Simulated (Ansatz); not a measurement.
Density of states of GaAs (F-43m) above the conduction band minimum, r2SCAN with spin-orbit coupling, rigid bands (Ansatz, a first-principles code); cell volume 45.5 Å³.

```csv
energy from edge (eV),10⁻³ states/eV/cell
0.006,0.28
0.031,0.67
0.056,0.96
0.081,1.24
0.106,1.52
0.131,1.81
0.156,2.08
0.181,2.40
0.206,2.73
0.231,3.07
0.256,3.42
0.281,3.79
0.319,4.39
0.344,4.80
0.369,5.33
0.394,17.2
0.419,37.6
0.444,49.8
0.469,60.2
0.494,69.8
0.519,78.6
0.544,87.3
0.569,95.6
0.594,104
```

**Question.** What effective density of states at 300 K does this give (∫ g(E) exp(−E/k_BT) dE, both spins, divided by the cell's size)?

**Answer.** 3.2e17 cm⁻³, a density-of-states mass of 0.055 mₑ, valleys and band degeneracy included.

Geometry: cell and atoms relaxed with r2SCAN.
